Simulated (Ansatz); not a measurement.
**Cubic perovskite BaZrO3**

Calculation: Hartree–Fock (PAW; Ansatz, a first-principles code).

Run with plane-wave cutoff 460 eV, 6×6×6 k mesh, Fermi–Dirac smearing 0.01 eV, scalar-relativistic PAW data made under PBE.

Cell (relaxed at this level):

```
BaZrO3
1.0
    4.22979     0.00000     0.00000
    0.00000     4.22979     0.00000
    0.00000     0.00000     4.22979
Ba Zr O
1 1 3
Direct
  0.00000   0.00000   0.00000
  0.50000   0.50000   0.50000
  0.50000   0.00000   0.50000
  0.00000   0.50000   0.50000
  0.50000   0.50000   0.00000
```

For cubic perovskite BaZrO3, the bulk modulus is 171 GPa and the band gap is 13.14 eV (on the SCF k mesh). The smallest direct gap on the k points sampled is 13.54 eV and the pressure derivative B′ of the bulk modulus comes out as 4.2.

Measured, for comparison: bulk modulus 189 GPa (temperature not stated, not corrected to a static lattice; as tabulated in Sepliarsky et al. (2023), arXiv:2212.03924). Computed (rounded) less measured: bulk modulus -10 %.

Spin–orbit coupling is not included.

Computed values are for the static lattice.

It cost roughly 40 core-minutes of CPU time.
